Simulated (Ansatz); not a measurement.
The starting structures come from a database of crystals and need not be the phases stable at ambient conditions.

 Where the default PAW files enter, the runs use the earlier of Ansatz's two default sets.

By PBEsol, the system below comes out a metal.

The ballistic (Sharvin) conductance counts the channels at the Fermi level: G/A = (e²/h) × channels of both spins per area.

Input:

```yaml
crystal:
  lattice:
    - [4.76457, 0.00000, 0.00000]
    - [0.00000, 5.43252, 0.00000]
    - [0.00000, 0.00000, 4.32369]
  atoms:
    - { symbol: Cu, position: [0.69900, 0.00000, 0.50000] }
    - { symbol: Cu, position: [0.30100, 0.50000, 0.00000] }
    - { symbol: Cu, position: [0.84419, 0.75052, 0.00000] }
    - { symbol: Cu, position: [0.84419, 0.24948, 0.00000] }
    - { symbol: Cu, position: [0.15581, 0.74948, 0.50000] }
    - { symbol: Cu, position: [0.15581, 0.25052, 0.50000] }
    - { symbol: Sn, position: [0.65882, 0.50000, 0.50000] }
    - { symbol: Sn, position: [0.34118, 0.00000, 0.00000] }
```

Space group of this cell: Pmmn. The cell is taken as given; by PBEsol its mean pressure is -1.8 GPa.

The current flows along the normal of the first two printed cell vectors. No spin-orbit coupling; the value is a mean over 0.1 eV about the Fermi level.

Problem. State the ballistic conductance per area according to PBEsol in Ansatz (a first-principles code).

Solution. 0.76 × 10¹⁵ S/m² for both spins.
